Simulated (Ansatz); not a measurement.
Quick settings and what they miss: GeTe₅Pb₄ (R-3m, 10 atoms in the cell)

Self-consistent single point.

```yaml
crystal:
  lattice:
    - [2.32462, 1.34212, 18.81019]
    - [-2.32462, 1.34212, 18.81019]
    - [0.00000, -2.68425, 18.81019]
  atoms:
    - { symbol: Ge, position: [0.00000, 0.00000, 0.00000] }
    - { symbol: Te, position: [0.69482, 0.69482, 0.69482] }
    - { symbol: Te, position: [0.30518, 0.30518, 0.30518] }
    - { symbol: Te, position: [0.50000, 0.50000, 0.50000] }
    - { symbol: Te, position: [0.09774, 0.09774, 0.09774] }
    - { symbol: Te, position: [0.90226, 0.90226, 0.90226] }
    - { symbol: Pb, position: [0.60354, 0.60354, 0.60354] }
    - { symbol: Pb, position: [0.39646, 0.39646, 0.39646] }
    - { symbol: Pb, position: [0.20109, 0.20109, 0.20109] }
    - { symbol: Pb, position: [0.79891, 0.79891, 0.79891] }
```

Method: LDA (PW92), PAW files made with PBE (plane waves; Ansatz, a quantum-chemistry and plane-wave program).

Base settings: basis.ecutwfc = 420 eV; kpoints.mp_grid.grid = 3 3 3; hamiltonian.xc = lda; hamiltonian.pseudopotentials = {kind: paw} (the program's default PAW files); scf.occupations.method = gaussian; scf.occupations.width = 0.02 eV.

Tight run (finer mesh or higher cutoff; not a proven limit): basis.ecutwfc: 420 eV → 590 eV; kpoints.mp_grid.grid: 3 3 3 → 5 5 5; scf.convergence.dr2_threshold: default (1e-07 eV) → 1e-09 eV. It gave top of the valence band (on the code's own zero) 7.21 eV; gap on the k-point mesh 0.65 eV; pressure -4.91 GPa; largest force (vector length) 0.084 eV/Å.

Quick runs, as changes from the base:
- A: the base itself
- B: basis.ecutwfc: 420 eV → 295 eV; kpoints.mp_grid.grid: 3 3 3 → 4 4 4; scf.convergence.dr2_threshold: default (1e-07 eV) → 0.0001 eV
- C: basis.ecutwfc: 420 eV → 210 eV; kpoints.mp_grid.grid: 3 3 3 → 2 2 2; scf.occupations.width: 0.02 eV → 0.2 eV
- D: basis.ecutwfc: 420 eV → 250 eV; kpoints.mp_grid.grid: 3 3 3 → 1 1 1; hamiltonian.xc: lda → pbesol; scf.occupations.method: gaussian → cold; scf.occupations.width: 0.02 eV → 0.272 eV; scf.convergence.dr2_threshold: default (1e-07 eV) → 0.001 eV [PBEsol]
- E: kpoints.mp_grid.grid: 3 3 3 → 4 4 4; scf.occupations.method: gaussian → methfessel_paxton; scf.occupations.width: 0.02 eV → 0.5 eV

Energies are extrapolated to zero smearing width, which holds to low order in the width alone.

Dashes: gap of C, E, left out as unsure on this mesh or at this smearing; energy of D, another energy zero.

Gaps are read on each run's own mesh, which may miss the band edges.

† marks runs with another functional, U, potentials or spin treatment: their distance from the tight run is not a convergence error alone.

The count of work is k-points × plane waves × bands × iterations; it is no time. 

Pressures in the table are Ansatz's without its Pulay estimate, at a fixed set of plane waves; the tight run's value above holds the estimate.

The starting cell comes from a database of computed structures (which also holds hypothetical and non-ambient phases and stackings), without a prior relaxation at this level. Its lattice was rescaled by a random factor within 2.5 % of one. Spin-orbit coupling is off. In the base run, with a pressure of about -5 GPa the cell is away from its equilibrium volume at this level.

| run | energy less tight (meV/atom) | pressure less tight (GPa) | largest miss in a force vector (eV/Å) | gap on the mesh less tight (eV) | count of work / tight |
|---|---|---|---|---|---|
| A | 8.8 | 0.01 | 0.051 | 0.023 | 0.17 |
| B | 58.3 | -3.05 | 0.008 | -0.010 | 0.13 |
| C | 4041.2 | -102.52 | 0.499 | – | 0.041 |
| D† | – | -4.76 | 1.257 | 0.124 | 0.021 |
| E | 3.6 | -0.13 | 0.009 | – | 0.51 |

Among the runs at the tight run's level, the energy misses run from 3.6 to 4041.2 meV/atom.

Left out of this page: 1 run of the series outside the window shown, repeating another row's setting, or not comparable.

Keys are those of Ansatz 0.2.
